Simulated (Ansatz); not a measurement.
CsCl-type PdIn was calculated with r²SCAN-D4 in Ansatz (PAW).

Settings: plane-wave cutoff 500 eV, 18×18×18 k mesh, Fermi–Dirac smearing 0.1 eV, scalar-relativistic PAW data made under PBE.

Computed at the level's own relaxed cell.

Problem. What does this level give for the volume per atom and lattice constant a?

Solution. 
- volume per atom = 17.28 Å³/atom
- lattice constant a = 3.257 Å

Spin–orbit coupling is not included.

Static lattice: no zero-point or thermal effects.

Ansatz is an electronic-structure program.
